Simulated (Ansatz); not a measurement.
**Au_Mo in bcc Mo**

Method: PBE, PAW (plane waves to 420 eV; Ansatz, a program for electronic structure). Cell and caveats: 54-site cell; 4×4×4 shifted k-points; start: the Mo site; no spin–orbit coupling; energies good to tenths of an eV; the relaxation kept the symmetry of the starting site.

Neighbours after relaxation, in Å: of the Au atom: Mo 2.80, Mo 2.80, Mo 2.80, Mo 2.80, Mo 2.80, Mo 2.80, Mo 2.80, Mo 2.80 (the shell may go on).

Formation energies E_f are those of the neutral cell. Chemical conditions: host crystal and elements as references (Δμ(Mo) = 0.00 eV, Δμ(Au) = 0.00 eV; Au taken from its element, since no compound that bounds it was computed at this level; only phases computed here count, gases as isolated molecules at 0 K). Reference phases: Au: fcc Au, Mo: bcc Mo.

| charge | moment (μB) | point group | largest move off a lattice site (Å) | E_f, host crystal and elements as references (eV) |
|---|---|---|---|---|
| 0 | not spin-polarised | Oh | 0.07 | 1.24 |

Point groups are those of the whole cell at tolerances of 0.03 and 0.1 Å ("near" where only the looser one holds); none is given for unsettled states.

All states together cost about 14 core-minutes (a rough figure).
